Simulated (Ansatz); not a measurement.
TiAl under a change: uniaxial strain ε_xx = +1.00 %

Base system: TiAl (space group P4/mmm, No. 123; a = 2.796 Å, c = 4.038 Å; relaxed with 0.1 eV smearing). Axes: x, y, z lie along a, b, c of the conventional cell.

Perturbation: the cell is stretched by 1.00 % along x with no lateral relaxation; the atoms relax in the strained cell.

All numbers come from PBEsol (Ansatz, an electronic-structure program; PAW; 420 eV plane waves; without spin-orbit coupling). k-mesh 21×21×14 (Γ-centred); smearing 0.1 eV (Fermi–Dirac).

```csv
quantity,base,changed,shift
volume per atom,15.79 Å³,15.95 Å³,+0.16 Å³
space group,P4/mmm (No. 123),Pmmm (No. 47),–
shortest interatomic distance,2.796 Å,2.796 Å,0.000 Å
energy relative to the base (free energy F),0 meV/atom,+1.0 meV/atom,+1.0 meV/atom
"pressure (mean of the normal stresses, compression positive)",0.0 GPa,-1.2 GPa,-1.2 GPa
band gap,zero,zero,–
"stress (xx, yy, zz, yz, xz, xy; compression positive)",–,"(-2.0, -0.6, -0.9, 0.0, 0.0, 0.0) GPa",–
```

Final structure:

```
CELL_PARAMETERS angstrom
      2.82426     0.00000     0.00000
      0.00000     2.79629     0.00000
      0.00000     0.00000     4.03814
ATOMIC_POSITIONS crystal
  Ti 0.00000 0.00000 0.00000
  Al 0.50000 0.50000 0.50000
```

No phonon test of stability was made. The final runs are not spin-polarised.
